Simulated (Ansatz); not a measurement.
**GaN under a change: isotropic strain +3.00 %**

Start from GaN in the wurtzite structure (space group P6_3mc, No. 186; a = 3.152 Å, c = 5.138 Å).

The change: an isotropic linear strain of +3.00 %, atoms relaxed at fixed cell.

All numbers come from Ansatz (an electronic-structure program), LDA, PAW, cutoff 420 eV, no spin-orbit coupling. Γ-centred 12×12×7 mesh, Fermi–Dirac width 0.05 eV.

```json
[
 {"quantity": "volume per atom", "base": "11.05 Å³", "changed": "12.08 Å³", "shift": "+1.025 Å³"},
 {"quantity": "shortest interatomic distance", "base": "1.927 Å", "changed": "1.985 Å", "shift": "+0.0572 Å"},
 {"quantity": "energy relative to the base (free energy F)", "base": "0 meV/atom", "changed": "+51 meV/atom", "shift": "+51 meV/atom"},
 {"quantity": "pressure (mean of the normal stresses, compression positive)", "base": "0.0 kbar", "changed": "-147.7 kbar", "shift": "-147.7 kbar"},
 {"quantity": "band gap", "base": "2.13 eV", "changed": "1.53 eV", "shift": "-0.595 eV"},
 {"quantity": "gap character", "base": "direct at Γ", "changed": "direct at Γ", "shift": "–"},
 {"quantity": "mean gap deformation potential ΔEg/Δln V", "base": "–", "changed": "-6.7 eV", "shift": "–"},
 {"quantity": "electron mass", "base": "0.18 mₑ along c, 0.20 mₑ across (at Γ)", "changed": "0.13 mₑ along c, 0.15 mₑ across (at Γ)", "shift": "–"},
 {"quantity": "valence-band top at Γ (three highest levels, from the VBM)", "base": "0.00, 0.00, -0.05 eV", "changed": "0.00, 0.00, -0.04 eV", "shift": "–"}
]
```

Masses are band curvatures over ±0.01 Å⁻¹ around the edge. Gaps are Kohn–Sham eigenvalue differences; semilocal functionals usually give less than the measured gap. Whether these cells are dynamically stable was not tested.
